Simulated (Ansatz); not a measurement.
Structures of equal composition on the (000-1) surface of wurtzite GaN (N plane on top): 2x2 O adatom at H3; 2x2 O adatom at T4. The slabs share one bottom face, and each structure is named by its start. These are constructed structures in small cells; real faces may alloy, dewet or reconstruct in larger ones, and not all known structures of the face are among them. Slabs of about 14 Å, Fermi-Dirac smearing of 0.025 eV. Bottom of the slabs: H caps. Relaxed from the named starts with such symmetry as they have, on meshes of like density; energies extrapolated to zero smearing; spin only where a row says so; no spin-orbit coupling, no U. Brackets mark spin-polarised runs, whose order is one that fits the cell. Where a second, spin-polarised start was run, the lower counts.

These are PBE (plane waves to 420 eV, PAW; Ansatz, a program for electronic structure) values and carry that method's errors.

Problem. Order them by energy per 1x1 cell (lowest first) at the level PBE.

Solution. 2x2 O adatom at H3 (0.000 eV (1 N–O bonds formed) [spin, 3.0 μB a cell], no gap on the mesh), 2x2 O adatom at T4 (0.433 eV (2 N–O bonds formed) [spin, 1.0 μB a cell], a narrow gap of 0.08 eV by band count)
